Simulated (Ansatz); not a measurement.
# GdNi (Cmcm, No. 63)

Calculation: r²SCAN (plane waves, PAW; Ansatz, a quantum-chemistry and plane-wave program).

Numerical settings: plane-wave cutoff 500 eV, 16×16×14 k mesh (along the axes of the cell as run), Fermi–Dirac smearing 0.1 eV, spin-polarised start, scalar-relativistic PAW data made under PBE.

Cell: relaxed at this level.

For GdNi (Cmcm, No. 63), the equilibrium volume per atom is 20.37 Å³/atom.

Note: the magnetic order was assumed, not searched for or taken from measurement; the 4f shell is treated without U or exact exchange, so its levels and filling can be wrong.

Spin–orbit coupling is not included.

Static lattice: no zero-point or thermal effects.
